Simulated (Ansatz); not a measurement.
# Effect of Sn → Cd on SnTe

Base system: SnTe in the rock salt structure (space group Fm-3m, No. 225; a = 6.370 Å).

One thing is altered: Cd takes the place of Sn on all its sites, then cell and atoms are relaxed.

The values are results of Ansatz (a first-principles code), r2SCAN, PAW, cutoff 500 eV, spin-orbit coupling left out, not measurements. k-mesh 13×13×13 (Γ-centred); smearing 0.05 eV (Fermi–Dirac).

```tsv
quantity	base	changed	shift
volume per atom	32.30 Å³	28.13 Å³	-4.17 Å³
density	6.33 g/cm³	7.08 g/cm³	+0.75 g/cm³
lattice parameter a	6.370 Å	6.083 Å	-0.287 Å
space group	Fm-3m (No. 225)	Fm-3m (No. 225)	–
shortest interatomic distance	3.185 Å	3.041 Å	-0.1435 Å
band gap	0.13 eV	zero	–
```

Final structure:

```xyz
2
Lattice="0.0000 3.0414 3.0414 3.0414 0.0000 3.0414 3.0414 3.0414 0.0000" Properties=species:S:1:pos:R:3 pbc="T T T"
Te     0.0000     0.0000     0.0000
Cd     3.0414     3.0414     3.0414
```

Cost of the whole job for the changed cell (relaxation, final SCF and bands): around 120 core-seconds (rough).

With Te present, leaving out spin-orbit coupling can change the band edges. Whether these cells are dynamically stable was not tested. The final runs are not spin-polarised. This is not the structure that CdTe has at room temperature and ambient pressure. The zero or small gap of SnTe can change with the level of theory.
